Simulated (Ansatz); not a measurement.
The cell is built on a prototype and need not be the phase stable at ambient conditions.

By PBEsol, the system below comes out a metal.

Data:

```xyz
4
Lattice="3.9480 0.0000 0.0000 0.0000 3.9480 0.0000 1.9740 -1.9740 3.9676" Properties=species:S:1:pos:R:3 pbc="T T T"
Re     1.9740     1.9740     0.0000
Re     1.9740     0.0000     1.9838
Re     3.9480     1.9740     1.9838
Ta     0.0000     0.0000     0.0000
```

Space group of this cell: I4/mmm. The cell was relaxed by PBE-D3(BJ); by PBEsol its mean pressure is -2.3 GPa.

The current flows along the normal of the first two printed cell vectors. No spin-orbit coupling; the value is a mean over 0.1 eV about the Fermi level.

Task: Give the ballistic conductance per area that PBEsol (Ansatz, a first-principles code) yields.

Result: 1.4 × 10¹⁵ S/m² for both spins.
